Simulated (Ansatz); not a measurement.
Partial pair distribution functions of a relaxed model of amorphous B$_{10}$C$_{6}$Te$_{36}$, broadened by 0.06 Å; density 5.79 g/cm³. Method: PBE-D3(BJ), scalar-relativistic without spin-orbit coupling, PAW (Ansatz default set, large-core Te) (plane waves to 420 eV; Ansatz, a quantum-chemistry and plane-wave program).

It comes from a melt-quench run on a machine-learned potential (CHGNet), relaxed afterwards by DFT. The hot cell started wider than the set density and was brought back towards it in steps. It is the lowest in DFT energy of 2 quenches. It is a model cell: composition and starting density were chosen by hand, and all elements were melted together. The geometry includes D3(BJ) dispersion. Its density started from a set value of 5.61 and ended at 5.79 g/cm³. Cooling (nominally 190 K/ps over its main leg) ran many orders faster than in experiment, which tends to leave more defects and strain. One small periodic cell is one sample of the glass; other quenches scatter about these values. The volume was free in the relaxation, at fixed shape. On a 2×2×2 Γ-centred mesh force components of up to 0.24 eV/Å stay, since the relaxation ran on one k-point at (1/4, 1/4, 1/4).

```
r (Å)  g Te-Te  g B-Te  g B-B
-----  -------  ------  -----
1.45      0.00    0.00   0.00
1.55      0.00    0.00   0.66
1.65      0.00    0.00   8.09
1.75      0.00    0.00   6.16
1.85      0.00    0.00   0.29
1.95      0.00    0.00   0.00
2.05      0.00    0.23   0.00
2.15      0.00    2.26   0.00
2.25      0.00    6.22   0.00
2.35      0.00    4.48   0.00
2.45      0.00    1.67   0.06
2.55      0.00    0.15   1.37
2.65      0.02    0.00   3.23
2.75      0.37    0.01   1.54
2.85      1.34    0.16   1.73
2.95      2.11    0.40   3.27
3.05      1.68    0.59   2.89
3.15      0.96    0.98   1.64
3.25      0.61    1.03   0.13
3.35      0.93    1.12   0.08
3.45      1.75    0.62   1.37
3.55      1.91    1.04   1.87
3.65      1.86    1.27   0.21
3.75      2.15    1.81   0.13
3.85      1.52    1.87   1.31
3.95      1.12    1.46   2.17
4.05      1.10    1.33   1.75
4.15      1.23    1.01   0.19
4.25      1.11    0.70   0.07
4.35      0.96    0.60   0.65
4.45      0.99    0.39   0.62
4.55      1.01    0.64   0.71
4.65      0.80    0.96   0.14
4.75      0.74    1.06   0.00
4.85      0.76    0.82   0.00
4.95      0.48    0.81   0.15
5.05      0.55    0.97   0.57
5.15      0.73    0.56   0.15
5.25      0.65    0.64   0.34
5.35      0.76    0.90   0.39
5.45      1.10    1.15   0.04
5.55      1.16    1.26   0.50
```

Within 3.22 Å each Te has 1.94 Te neighbours on average.
